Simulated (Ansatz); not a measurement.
Consider BN in the zinc blende structure (space group F-43m, No. 216; a = 3.625 Å).

Now apply this change: hydrostatic tension (pressure −2 GPa).

Levels (all Ansatz, a quantum-chemistry and plane-wave program, PAW): PBE (420 eV, scalar-relativistic without spin-orbit coupling); r2SCAN (500 eV, spin-orbit coupling left out); HSE06 (420 eV, scalar-relativistic without spin-orbit coupling); PBE+SOC (420 eV, spin-orbit coupling included).

One geometry, relaxed with PBE, under each level:

Notes on the quantities. hole mass: degenerate bands, along [100].

The valence-band top lists the three highest levels at Γ (Kramers pairs under SOC), from the VBM.

| level | band gap | lowest conduction level above the VBM at special points | valence-band top at Γ | electron mass | hole mass | pressure |
|---|---|---|---|---|---|---|
| PBE | 4.46 eV | X 4.46 eV; K 6.88 eV; U 6.88 eV; Γ 8.77 eV | 0.00, 0.00, 0.00 eV | 0.92 mₑ along k, 0.30 mₑ across (at X) | 0.50, 0.53, 0.53 mₑ (at Γ) | -2.00 GPa |
| r2SCAN | 4.98 eV | X 4.98 eV; K 7.47 eV; U 7.47 eV; Γ 9.50 eV | – | 0.88 mₑ along k, 0.29 mₑ across (at X) | 0.47, 0.52, 0.52 mₑ (at Γ) | -6.77 GPa |
| HSE06 | (withheld) | (withheld) | – | – | – | – |
| PBE+SOC | 4.45 eV | X 4.45 eV; K 6.87 eV; U 6.87 eV; Γ 8.75 eV | 0.00, 0.00, -0.02 eV | 0.92 mₑ along k, 0.30 mₑ across (at X) | 0.51, 0.53 mₑ (at Γ) | -2.00 GPa |

### Question
Give the withheld HSE06 results.

### Answer

- HSE06, band gap: 5.77 eV
- HSE06, lowest conduction level above the VBM at special points: X 5.77 eV; K 8.33 eV; U 8.33 eV; Γ 10.50 eV

Single points use the geometry relaxed with PBE. Their cutoffs differ, which shifts pressures a little. HSE06 gaps are upper bounds (no full band path). The spin-orbit shifts are approximate. Load acts through the strain it causes; cell and atoms are relaxed under it. Effective masses come from finite differences of ±0.01 Å⁻¹. Along k means along the line from Γ to the band edge. No phonon test of stability was made.
